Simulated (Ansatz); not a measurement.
**A computed series for La2O3: pressure series**

Base system: La2O3 (space group P-3m1, No. 164; a = 3.940 Å, c = 6.188 Å).

Cell and atoms are relaxed at each pressure.

All numbers come from PBE (Ansatz, a program for electronic structure, PAW, no spin-orbit coupling), earlier PAW set.

Candidates:
(a) pressure −2 GPa
(b) pressure 50 GPa
(c) pressure −1 GPa
(d) pressure 7 GPa
(e) pressure 100 GPa

Before the change:

The c/a ratio is 1.570.

Question: Order them by c/a ratio, lowest first.

Answer: (e) pressure 100 GPa (1.321), (b) pressure 50 GPa (1.362), (d) pressure 7 GPa (1.529), (c) pressure −1 GPa (1.576), (a) pressure −2 GPa (1.582)

Load acts through the strain it causes; cell and atoms are relaxed under it. Whether these cells are dynamically stable was not tested. No other phases were tried under pressure.
